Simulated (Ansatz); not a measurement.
A computed series for ZnO: response to strain

The parent structure is ZnO in the wurtzite structure (space group P6_3mc, No. 186; a = 3.2795 Å, c = 5.2937 Å).

Strains are applied to the cell and any free atomic positions relax.

Computed with PBE (Ansatz, a quantum-chemistry and plane-wave program; PAW; 420 eV plane waves; no SOC).

Notes on the quantities. energy relative to the base: free energy F.

```tsv
isotropic strain (%)	energy relative to the base (meV/atom)
-3	44.6
-2.4	27.9
-1.8	15.4
-1.2	6.7
-0.6	?
0	0.0
```

Question: Fit ΔE = Aε² + Bε³ (ε in %) to the rows shown and predict the withheld row.

Answer: Least squares on the printed values gives A = 4.43 and B = -0.17 meV/atom (largest residual 0.0 meV/atom); this predicts 1.6 meV/atom, and the run gives 1.6 meV/atom, in agreement.

Whether these cells are dynamically stable was not tested.
